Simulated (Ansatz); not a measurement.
For SiO₂ (P4₁2₁2, No. 92), PBE-D3(BJ) (PAW; Ansatz, a quantum-chemistry and plane-wave program) gives:

```
Property                   Result
-------------------  ------------
lattice constant a        4.942 Å
lattice parameter c       6.813 Å
cohesive energy      6.51 eV/atom
```

Problem. What does HSE06 in Ansatz (PAW) give for the same quantities?

Solution. 
- lattice constant a: 5.064 Å (grows by 2.5 %)
- lattice parameter c: 7.078 Å (grows by 3.9 %)
- cohesive energy: 6.27 eV/atom (drops by 0.24 eV/atom)

Changes are worked out from the printed values.

Unless a cell is named, each level is at its own relaxed cell (PBE-D3(BJ) 13.87, HSE06 15.13 Å³/atom).

Ansatz's density-functional and Hartree–Fock values are scalar-relativistic unless marked +SOC, with PAW data made under PBE.
